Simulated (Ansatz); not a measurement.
How far PBE and r2SCAN part for Mo, isotropic strain −0.66 %

The parent structure is Mo in the bcc (W type) structure (space group Im-3m, No. 229; a = 3.161 Å; relaxed with 0.1 eV smearing).

(Cell as relaxed with PBE.)

Levels (all Ansatz, a quantum-chemistry and plane-wave program, PAW): PBE (420 eV, no spin-orbit coupling); r2SCAN (500 eV, scalar-relativistic without spin-orbit coupling).

Each level relaxes its own structure.

```
base                      PBE    r2SCAN
-------------------  --------  --------
volume per atom      15.79 Å³  15.64 Å³
lattice parameter a   3.161 Å   3.151 Å
band gap                 zero      zero
```

Now apply this change: every lattice vector is shortened by 0.66 %, atoms relaxed at fixed cell.

```csv
quantity,PBE,r2SCAN
pressure,5.4 GPa,[?]
energy relative to the base (free energy F),+5.1 meV/atom,[?]
band gap,zero,[?]
```

### Question
Predict the r2SCAN column.

### Answer

- pressure, r2SCAN: 5.6 GPa
- energy relative to the base (free energy F), r2SCAN: +5.3 meV/atom
- band gap, r2SCAN: zero

PBE's pressure lies 0.26 GPa below r2SCAN's; the two agree on the band gap. Neither level is exact; r2SCAN is the comparison here, not a measurement.

Whether these cells are dynamically stable was not tested. The final runs are not spin-polarised.
